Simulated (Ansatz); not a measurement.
The reference is ZnSiP$_{2}$ in the chalcopyrite structure (space group I-42d, No. 122; a = 5.4185 Å, c = 10.5397 Å).

Computed with PBE (Ansatz, an electronic-structure program), no spin-orbit coupling.

For the base:

- Lattice parameter a: 5.419 Å
- Hole mass: 0.16 mₑ along c, 0.40 mₑ across (at Γ)

Now apply this change: a hydrostatic pressure of 15 GPa.

### Question
What does the calculation give for the lattice parameter a and hole mass after the change?

### Answer
The lattice parameter a drops by 0.2355 Å to 5.183 Å; the hole mass changes from 0.16 mₑ along c, 0.40 mₑ across (at Γ) to 0.21 mₑ along c, 0.33 mₑ across (at Γ).

The levels and masses belong to the bands next to the band gap. Load acts through the strain it causes; cell and atoms are relaxed under it. Effective masses come from finite differences of ±0.01 Å⁻¹. Stability against distortions was not tested. No other phases were tried under pressure.
